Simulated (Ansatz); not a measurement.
```
CELL_PARAMETERS angstrom
      0.00000     1.78220     1.78220
      1.78220     0.00000     1.78220
      1.78220     1.78220     0.00000
ATOMIC_POSITIONS crystal
  Cu 0.00000 0.00000 0.00000
```

Method: PBEsol, rigid bands (plane waves, PAW, scalar-relativistic; Ansatz, a program for electronic structure). Cell: cell and atoms relaxed with PBEsol.

### Question
For narrow interconnects the product ρ₀λ of bulk resistivity and mean free path ranks metals, the lower the better. What is it here?

### Answer
6.5 ×10⁻¹⁶ Ω·m².

### Question
And the Drude plasma energy and the root-mean-square Fermi velocity at 300 K?

### Answer
9.1 eV; 1.1e6 m/s.

A metal at this level (no band gap); rigid bands, thermally averaged at 300 K, both spins. Spin-orbit coupling is left out. τ is one relaxation time for all states; the product of resistivity and mean free path takes one path for all states instead.
